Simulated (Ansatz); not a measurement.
We consider L1₂ (Cu3Au-type) Ni3Al, described by BLYP in Ansatz (PAW).

Total energies, extrapolated to zero smearing (they compare only within this program, potentials and cutoff):

Magnetic elements are taken in their magnetic phases.

```tsv
system	energy (eV/atom)
L1₂ (Cu3Au-type) Ni3Al, relaxed	-4521.7649
fcc Al	-540.4999
fcc Ni	-5848.2791
```

Work out the enthalpy of formation per atom.

ΔH_f ≈ ΔE = -4521.7649 − [1 × (-540.4999) + 3 × (-5848.2791)]/4 = -0.431 eV/atom (0 K, no vibrations). The reference value is -0.420 ± 0.02 eV/atom (measured, 298 K, copied from a table, unchecked, not corrected to a static lattice; as tabulated in Wang et al. (2021), doi:10.1038/s41598-021-94550-5), a difference of -0.011 eV/atom.

The PAW data were made under PBE.

The crystal was run with parallel moments.

Ansatz is a program for electronic structure.
